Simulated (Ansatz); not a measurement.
Reference: BeTe (F-43m), r2SCAN with spin-orbit coupling, rigid bands (plane waves, PAW; Ansatz, an electronic-structure program); axes and stresses refer to this cell.

```
BeTe
1.0
    0.00000     2.82862     2.82862
    2.82862     0.00000     2.82862
    2.82862     2.82862     0.00000
Be Te
1 1
Cartesian
  0.00000   0.00000   0.00000
  4.24293   4.24293   4.24293
```

The Seebeck coefficient, n-type 1e19 cm⁻³ is -304 μV/K and the band gap comes out as 2.09 eV. The hole conductivity mass is 0.40 mₑ.

```csv
Change,"Seebeck coefficient, n-type 1e19 cm⁻³",band gap,hole conductivity mass
biaxial stress xx = yy = -2 GPa (compression positive),-230 μV/K,(withheld),0.38 mₑ
biaxial stress xx = yy = 1 GPa (compression positive),-274 μV/K,2.00 eV,0.41 mₑ
hydrostatic pressure 2 GPa,-299 μV/K,2.01 eV,(withheld)
uniaxial stress along [110] of -2 GPa (compression positive),-233 μV/K,1.96 eV,0.38 mₑ
uniaxial stress along [110] of 1 GPa (compression positive),-290 μV/K,2.03 eV,(withheld)
uniaxial stress along [110] of 2 GPa (compression positive),-279 μV/K,1.96 eV,(withheld)
```

Q: Fill in the missing entries.

A: 
- biaxial stress xx = yy = -2 GPa (compression positive), band gap: 1.93 eV
- hydrostatic pressure 2 GPa, hole conductivity mass: 0.38 mₑ
- uniaxial stress along [110] of 1 GPa (compression positive), hole conductivity mass: 0.39 mₑ
- uniaxial stress along [110] of 2 GPa (compression positive), hole conductivity mass: 0.34 mₑ

Masses are for dilute carriers at 300 K, harmonic means over directions unless an axis is named. Seebeck coefficients are for the stated density at 300 K, with one relaxation time for all states and whether or not that doping can be reached. Stresses and pressures are the targets of the relaxation.  The structure type is held under load, also where the real crystal would transform.
